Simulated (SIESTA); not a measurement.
A self-consistent single point of CoPdO2 (R-3m, 4 atoms in the cell) with SIESTA.

Level of theory: GGA PBE, numerical atomic orbitals TZP, PseudoDojo PBE standard norm-conserving potentials (rewritten from UPF to PSML) run with SIESTA.

The change in words: lattice scaled by 0.98. Reference geometry:
```
CELL_PARAMETERS angstrom
      1.39633     0.80617     5.81061
     -1.39633     0.80617     5.81061
      0.00000    -1.61234     5.81061
ATOMIC_POSITIONS crystal
  Co 0.50000 0.50000 0.50000
  Pd 0.00000 0.00000 0.00000
  O  0.88753 0.88753 0.88753
  O  0.11247 0.11247 0.11247
```
Moments meant for the start (each program seeds them in its own way; μB, in the order of the atoms Co Pd O O): 3.0 0.0 0.0 0.0.

Reference input (self-consistent single point, DFT, GGA PBE, numerical atomic orbitals TZP, PseudoDojo PBE standard norm-conserving potentials (rewritten from UPF to PSML)): XC.functional = GGA; XC.authors = PBE; potentials = PseudoDojo PBE standard; PAO.BasisSize = TZP; PAO.EnergyShift = 0.01 Ry; MeshCutoff = 400 Ry; kgrid.MonkhorstPack = 9 9 9; OccupationFunction = FD; ElectronicTemperature = 0.1 eV; Spin = polarized; DM.InitSpin = [1 +3.00, 2 +0.00, 3 +0.00, 4 +0.00]; MaxSCFIterations = 150. This run's input differs from it in these lines:

```diff
@@ -13,5 +13,5 @@
 %block LatticeVectors
-     2.638675610    1.523440510   10.980467186
-    -2.638675610    1.523440510   10.980467186
-     0.000000000   -3.046881020   10.980467186
+     2.585901229    1.492972456   10.760858334
+    -2.585901229    1.492972456   10.760858334
+     0.000000000   -2.985943021   10.760858334
 %endblock LatticeVectors
@@ -19,6 +19,6 @@
 %block AtomicCoordinatesAndAtomicSpecies
-     0.000000000    0.000000000   16.470700779  1
+     0.000000000    0.000000945   16.141287501  1
      0.000000000    0.000000000    0.000000000  2
-     0.000000000    0.000000000   29.236350360  3
-    -0.000000000   -0.000000000    3.705051199  3
+     0.000000000    0.000001677   28.651624661  3
+    -0.000000000    0.000000213    3.630950341  3
 %endblock AtomicCoordinatesAndAtomicSpecies
```

Output (repeated stretches shortened):

```
        iscf     Eharris(eV)        E_KS(eV)     FreeEng(eV)     dDmax    Ef(eV) dHmax(eV)
   scf:    1    -8593.259029    -8701.192523    -8701.314299  0.811659 -1.115907 45.864502
     spin moment: {S} , |S| = {        0.0        0.0    2.70155 }     2.70155
   scf:    2    -8649.450675    -8724.941442    -8725.081582  0.422279 -3.614393 25.064016
     spin moment: {S} , |S| = {        0.0        0.0    1.17977 }     1.17977
   scf:    3    -8730.536692    -8742.711118    -8742.863207  0.232961 -3.063221 12.997891
     spin moment: {S} , |S| = {        0.0        0.0    1.74190 }     1.74190
   [... lines left out ...]
     spin moment: {S} , |S| = {        0.0        0.0    0.00040 }     0.00040
   scf:   19    -8747.176499    -8747.176502    -8747.202992  0.000029 -3.982030  0.001293
     spin moment: {S} , |S| = {        0.0        0.0    0.00040 }     0.00040
   scf:   20    -8747.176503    -8747.176503    -8747.202992  0.000100 -3.981973  0.000430
     spin moment: {S} , |S| = {        0.0        0.0    0.00011 }     0.00011
   scf:   21    -8747.176503    -8747.176503    -8747.202992  0.000005 -3.981973  0.000369
     spin moment: {S} , |S| = {        0.0        0.0    0.00010 }     0.00010
SCF Convergence by DM+H criterion
max |DM_out - DM_in|         :     0.0000046653
max |H_out - H_in|      (eV) :     0.0003686429
SCF cycle converged after 21 iterations

Using DM_out to compute the final energy and forces

siesta: E_KS(eV) =            -8747.1765

siesta: E_KS - E_eggbox =     -8747.1765

siesta: Atomic forces (eV/Ang):
     1   -0.000000   -0.000000    0.000000
     2    0.000000    0.000000   -0.000000
     3   -0.000000   -0.000010    0.203552
     4   -0.000000    0.000010   -0.203552
   Tot   -0.000000   -0.000000    0.000000
   Max    0.203552
   Res    0.083100    sqrt( Sum f_i^2 / 3N )
   Max    0.203552    constrained

Stress tensor Voigt[x,y,z,yz,xz,xy] (kbar):     -331.66     -331.66     -498.64        0.00        0.00        0.00
(Free)E + p*V (eV/cell)    -8738.2736
   [... lines left out ...]
siesta: FreeEng =     -8747.202992
siesta: Cell volume =         36.937297 Ang**3
siesta:         387.31784158        348.35067180  kBar
   [... lines left out ...]
             -0.203   0.395   0.413   0.395   0.008   0.010   0.011   0.010

              0.008

mulliken: Qtot =       23.500

Mulliken Atomic Populations:
Atom #   charge [q] valence [e]      Sz [e]  Species
     1     0.601923   16.398077   -0.000018  Co
     2     0.117598   17.882402    0.000103  Pd
     3    -0.359761    6.359761    0.000005  O
     4    -0.359761    6.359761    0.000005  O
 Total    -0.000000                0.000096
```

The run converged in 21 iterations. Against the reference run the free energy goes up by 99.4 meV/atom, the pressure goes from 17.80 to 38.73 GPa and the largest force goes from 0.055 to 0.204 eV/Å.

The starting cell comes from a database of computed structures (which also holds hypothetical and non-ambient phases and stackings), without a prior relaxation at this level. Its lattice was rescaled by a random factor within 2.5 % of one. For this run, on top of that: lattice scaled by 0.98. The starting moments vanished: the run ended non-magnetic, which need not be the lowest state. Values carry the incompleteness of an atom-centred basis. With a pressure of about 39 GPa the cell is away from its equilibrium volume at this level.

Cost on one core of a shared machine: roughly 5 min.
